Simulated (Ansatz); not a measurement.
Response to strain in TiPt3

Take TiPt₃ in the Cu3Au type structure (space group Pm-3m, No. 221; relaxed with 0.1 eV smearing) as the base.

```
CELL_PARAMETERS angstrom
      3.89962     0.00000     0.00000
      0.00000     3.89962     0.00000
      0.00000     0.00000     3.89962
ATOMIC_POSITIONS crystal
  Ti 0.00000 0.00000 0.00000
  Pt 0.00000 0.50000 0.50000
  Pt 0.50000 0.00000 0.50000
  Pt 0.50000 0.50000 0.00000
```

Strains are applied to the cell and any free atomic positions relax.

Method: Ansatz (a program for electronic structure) PBEsol, spin-orbit coupling left out.

Notes on the quantities. energy relative to the base: free energy F.

| isotropic strain (%) | energy relative to the base (meV/atom) |
|---|---|
| 0 | 0.0 |
| 0.6 | 3.9 |
| 1.2 | 15.2 |
| 1.8 | 33.4 |
| 2.4 | ? |
| 3 | 88.4 |

Q: Fit ΔE = Aε² + Bε³ (ε in %) to the rows shown and predict the withheld row.

A: Least squares on the printed values gives A = 11.0 and B = -0.41 meV/atom (largest residual 0.0 meV/atom); this predicts 58.0 meV/atom, and the run gives 57.9 meV/atom, in agreement.

No phonon test of stability was made. The final runs are not spin-polarised.
